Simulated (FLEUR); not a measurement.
Input and output of a self-consistent single point for MgPt7 (Fm-3m, 8 atoms in the cell) (FLEUR).

Computed with PBEsol, all-electron FLAPW (FLEUR), scalar-relativistic valence.

The change in words: lattice scaled by 0.98. Reference geometry:
```
MgPt7
1.0
    0.00000     3.93653     3.93653
    3.93653     0.00000     3.93653
    3.93653     3.93653     0.00000
Mg Pt
1 7
Cartesian
  0.00000   0.00000   0.00000
  0.00000   1.96826   1.96826
  1.96826   3.93653   1.96826
  3.93653   1.96826   1.96826
  1.96826   0.00000   1.96826
  1.96826   1.96826   3.93653
  1.96826   1.96826   0.00000
  3.93653   3.93653   3.93653
```

Reference input (self-consistent single point, DFT, PBEsol, all-electron FLAPW (FLEUR), scalar-relativistic valence): Kmax = 4.2 1/bohr; GmaxXC = 16.8 1/bohr; xcFunctional = PBEs; jspins = 1; l_soc = F; mode = gauss; fermiSmearingEnergy = 0.00999582 Htr; mesh (inpgen div1-3) = 6 6 6; inpgen gamma flag = true; Gmax = 16.8 1/bohr; numbands = 0; maxIterBroyd = 99. This run's input differs from it in these lines:

```diff
@@ -3,5 +3,5 @@
 &input film=f /
-0.0000000000 3.9365250000 3.9365250000
-3.9365250000 0.0000000000 3.9365250000
-3.9365250000 3.9365250000 0.0000000000
+0.0000000000 3.8577940000 3.8577940000
+3.8577940000 0.0000000000 3.8577940000
+3.8577940000 3.8577940000 0.0000000000
 1.8897261246
@@ -50,5 +50,5 @@
          <bravaisMatrix>
-            <row-1>    0.0000000000000000     7.4389541326410145     7.4389541326410145</row-1>
-            <row-2>    7.4389541326410145     0.0000000000000000     7.4389541326410145</row-2>
-            <row-3>    7.4389541326410145     7.4389541326410145     0.0000000000000000</row-3>
+            <row-1>    0.0000000000000000     7.2901741051251321     7.2901741051251321</row-1>
+            <row-2>    7.2901741051251321     0.0000000000000000     7.2901741051251321</row-2>
+            <row-3>    7.2901741051251321     7.2901741051251321     0.0000000000000000</row-3>
          </bravaisMatrix>
```

Output, abridged:

```
 Iteration:     1   Distance:      20.28993367 me/bohr^3
 Iteration:     2   Distance:      18.01925789 me/bohr^3
 Iteration:     3   Distance:       7.94571046 me/bohr^3
 Iteration:     4   Distance:       5.84675940 me/bohr^3
 Iteration:     5   Distance:       3.39766841 me/bohr^3
   [... 10 lines left out ...]
 Iteration:    16   Distance:       0.00008220 me/bohr^3
 Iteration:    17   Distance:       0.00006604 me/bohr^3
 Iteration:    18   Distance:       0.00001049 me/bohr^3
 Iteration:    19   Distance:       0.00000428 me/bohr^3
 Run finished successfully
 Stop message:
   Structural relaxation: Done

[file out, last iteration]
             iter=     20
[...]
          total density-effective poten   -2.2722497599E+05
          total charge density-energy d   -2.4812656948E+03
 Updated energy parameters for spin:           1
[...]
 fermi energy and band-weighting factors:
   [... 9 lines left out ...]

[...]
FERMIE:
          first approx. to ef    (T=0)  :   0.550969 htr   (energy of the highest occ. eigenvalue)
          number of occ. states  (T=0)  :        966
          first approx. to seigv (T=0)  : -39.494248 htr
          sum of weights of occ. states :  61.027778
          sum of semicore charge        :   0.000000 e
          fermi energy=   0.55128 har   work function= -15.00112 ev
          number of valence electrons= 122.00000
   [... lines left out ...]
          total moment                 =     0.00000
 Direct bandgap for spin            1 :    4.3536508750323666E-003  Htr
 ---->    free energy=                   -129291.0764014129 htr
   [... lines left out ...]
 TOTAL FORCE FOR ATOM TYPE=  1  X=  0.000   Y=  0.000   Z=  0.000
                       FX_TOT= 0.000000 FY_TOT= 0.000000 FZ_TOT= 0.000000
 TOTAL FORCE FOR ATOM TYPE=  2  X=  0.000   Y=  3.645   Z=  3.645
                       FX_TOT= 0.000000 FY_TOT= 0.000000 FZ_TOT= 0.000000
 TOTAL FORCE FOR ATOM TYPE=  3  X=  7.290   Y=  7.290   Z=  7.290
                       FX_TOT= 0.000000 FY_TOT= 0.000000 FZ_TOT= 0.000000
 Structural relaxation: Done
```

The run converged in 19 iterations. FLEUR gives forces in its relaxation mode, with a further iteration, so its stop message speaks of a relaxation. Against the reference run the total energy goes up by 22.9 meV/atom.

The starting cell comes from a database of computed structures (which also holds hypothetical and non-ambient phases and stackings), without a prior relaxation at this level. For this run, on top of that: lattice scaled by 0.98. Spin-orbit coupling is off. Spin polarisation is off. Values depend on the basis (sphere radii, cutoffs, local orbitals), which need not be converged. The log's line on a gap gives a spacing of levels on this mesh, which the program prints for metals too.

Cost on one core of a shared machine: roughly 8 min.
